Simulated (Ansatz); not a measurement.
1T (CdI2-type) PtTe2 was calculated with HSE06-D3(BJ) (Ansatz, a quantum-chemistry and plane-wave program, plane waves, PAW).

The run printed, among other lines:

```
Relaxation: its limit of steps is 80 (relax.max_steps)
Crystal: 3 atoms, lattice volume = 67.558 Å³
Basis set: ecut = 460 eV, 1487 PW (Γ), exchange–correlation on 60×60×72 points (8 copies of the dense FFT grid, shifted against one another)
Bands: 30, of which v1, the nominal top of the filled ones, is band 25 counted from 1 (24 counted from 0)
Symmetry: 12 space group operations
Space group: P-3m1 (ITA 164), of the structure as read, at distance tolerance 4.1e-5 Å
k-points: 62 of 486
SCF iter   1: F=—  HF=-26486.178610 eV  |F-HF|=—  |Δ(HF+E_count)|=         —  Δρ=5.88e-3  dr2=2.93e-2
SCF iter   2: F=—  HF=-26486.173468 eV  |F-HF|=—  |Δ(HF+E_count)|=   5.14e-3  Δρ=1.33e-3  dr2=1.83e-3
  ...
SCF 1 converged in 11 iterations: F = -26486.173418 eV  dr2 = 6.95e-12
Crystal: 3 atoms, lattice volume = 67.558 Å³
Initial density: handed on by an earlier stage of this run
  ...
Crystal: 3 atoms, lattice volume = 67.558 Å³
Crystal: 3 atoms, lattice volume = 67.558 Å³
Crystal: 3 atoms, lattice volume = 67.558 Å³
SCF 11 converged in 4 iterations: F = -26497.495119 eV  dr2 = 1.32e-11
Crystal: 3 atoms, lattice volume = 67.558 Å³
Crystal: 3 atoms, lattice volume = 67.558 Å³
SCF 13 converged in 6 iterations: F = -26497.495184 eV  dr2 = 2.63e-11
Crystal: 3 atoms, lattice volume = 67.558 Å³
SCF 14 converged in 2 iterations: F = -26497.495184 eV  dr2 = 6.15e-12
Crystal: 3 atoms, lattice volume = 67.558 Å³
SCF 15 converged in 5 iterations: F = -26497.495204 eV  dr2 = 2.96e-11
Crystal: 3 atoms, lattice volume = 67.558 Å³
SCF iter   1: F=—  HF=-26497.495204 eV  |F-HF|=—  |Δ(HF+E_count)|=         —  Δρ=4.74e-7  dr2=5.45e-11
SCF iter   2: F=-26497.495204 eV  HF=-26497.495204 eV  |F-HF|=7.28e-12  |Δ(HF+E_count)|=    0.00e0  Δρ=2.18e-7  dr2=1.21e-11
SCF 16 converged in 2 iterations: F = -26497.495204 eV  dr2 = 1.21e-11
Free energy (F): -26497.495204 eV
Internal energy: -26497.485898 eV  (E = F + TS)
E sigma→0 (E₀):  -26497.490551 eV
Fermi energy:    15.386055 eV
--- Stress (GPa, compression-positive) ---
        2.223066      -0.000000      -0.000000
       -0.000000       2.223066      -0.000000
       -0.000000      -0.000000       2.221786
  P = ⅓ Tr σ = 2.2226 GPa (22.226 kbar)
```

Q: Write an input file that could have produced this run (the log leaves some choices open).

A: Several could match; the one computed here: 
Ansatz 0.2 input:
```yaml
crystal:
  lattice:
    - [1.9838264247, -3.436088161, 0.0]
    - [1.9838264247, 3.436088161, 0.0]
    - [0.0, 0.0, 4.9554256849]
  atoms:
    - { symbol: Te, position: [0.3333333333, 0.6666666667, 0.2667495611] }
    - { symbol: Te, position: [0.6666666667, 0.3333333333, 0.7332504389] }
    - { symbol: Pt, position: [0.0, 0.0, 0.0] }
basis:
  ecutwfc: 460
  ecutrho_ratio: 4
  xc_grid: 2
kpoints:
  mp_grid: { grid: [9, 9, 6] }
hamiltonian:
  xc: hse06
  dispersion: d3bj
  pseudopotentials: { kind: paw }
scf:
  occupations: { method: fermi_dirac, width: 0.05 }
output:
  forces: true
  stress: true
  eigenvalues: true
relax:
  f_tol: 0.01
  escape_saddle: false
  max_steps: 80
  cell: { stress_tol: 0.05, fix: [volume] }
```

The cell is one volume of an energy–volume scan, off the minimum.

The PAW data were made under PBE.

Note: the run warned that the count of filled bands differs between k points.
